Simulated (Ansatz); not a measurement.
# WS2: pressure series

The parent structure is WS2 (space group P6_3/mmc, No. 194; a = 3.1541 Å, c = 12.1408 Å; layered, stacked along the Cartesian z axis).

Cell and atoms are relaxed at each pressure.

Level of theory: plane-wave PAW DFT at the PBE-D3(BJ) level (Ansatz, a first-principles code, 420 eV), spin-orbit coupling left out.

Notes on the quantities. enthalpy: H = E + PV relative to the base's energy.

| case | c/a ratio | enthalpy | electron mass | band gap |
|---|---|---|---|---|
| base | 3.849 | – | – | 0.88 eV |
| pressure −2 GPa | 4.010 | -0.22 eV/atom | – | 1.13 eV |
| pressure −1 GPa | 3.904 | -0.11 eV/atom | – | 0.98 eV |
| pressure 0.3 GPa | 3.836 | +0.03 eV/atom | 0.45 mₑ along c, 0.52 mₑ across (off the special points) | 0.86 eV |
| pressure 0.7 GPa | 3.821 | +0.08 eV/atom | 0.43 mₑ along c, 0.53 mₑ across (off the special points) | 0.84 eV |
| pressure 1.5 GPa | 3.796 | +0.16 eV/atom | 0.42 mₑ along c, 0.52 mₑ across (off the special points) | 0.78 eV |
| pressure 3 GPa | 3.760 | +0.32 eV/atom | 0.40 mₑ along c, 0.50 mₑ across (off the special points) | 0.70 eV |
| pressure 5 GPa | 3.727 | +0.52 eV/atom | 0.38 mₑ along c, 0.47 mₑ across (off the special points) | 0.61 eV |
| pressure 7.5 GPa | 3.699 | +0.77 eV/atom | 0.37 mₑ along c, 0.45 mₑ across (off the special points) | 0.51 eV |
| pressure 10 GPa | 3.679 | +1.02 eV/atom | 0.35 mₑ along c, 0.43 mₑ across (off the special points) | 0.42 eV |

With W present, leaving out spin-orbit coupling can change the band edges. Load acts through the strain it causes; cell and atoms are relaxed under it. Effective masses come from finite differences of ±0.01 Å⁻¹. No phonon test of stability was made. Competing high-pressure phases were not computed.
